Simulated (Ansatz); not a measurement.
Band structure of Ir (Fm-3m, 1 atom in the cell).

```
CELL_PARAMETERS angstrom
      0.00000     1.97051     1.97051
      1.97051     0.00000     1.97051
      1.97051     1.97051     0.00000
ATOMIC_POSITIONS crystal
  Ir 0.00000 0.00000 0.00000
```

Method of the run: PBE (plane waves, PAW; Ansatz, a quantum-chemistry and plane-wave program).

Settings: kpoints.mp_grid.grid = 12 12 12; hamiltonian.xc = pbe; hamiltonian.pseudopotentials = {kind: paw} (the program's default PAW files); scf.occupations.method = fermi_dirac; scf.occupations.width = 0.05 eV; kpoints.band_path.npoints = 8.

The starting cell comes from a database of computed structures (which also holds hypothetical and non-ambient phases and stackings), without a prior relaxation at this level. Its lattice was rescaled by a random factor within 2.5 % of one. Spin-orbit coupling is off. Spin polarisation is off.

Levels in eV from the Fermi level, bands 5 to 12:
```tsv
point	5	6	7	8	9	10	11	12
Γ	-10.32	-3.46	-3.46	-3.46	-1.09	-1.09	13.79	18.87
X	-7.08	-6.55	0.73	1.27	1.27	1.68	9.48	11.13
W	-5.58	-4.37	-4.37	-1.60	1.27	7.45	8.48	8.48
K	-6.20	-5.36	-2.59	-0.80	0.51	5.88	7.11	10.59
L	-7.33	-3.55	-3.55	-0.59	0.76	0.76	6.50	13.42
U	-6.20	-5.36	-2.59	-0.80	0.51	5.88	7.11	10.59
```

Bands cross the Fermi level along this path, so the cell is metallic at this level.

Keys are those of Ansatz 0.2.
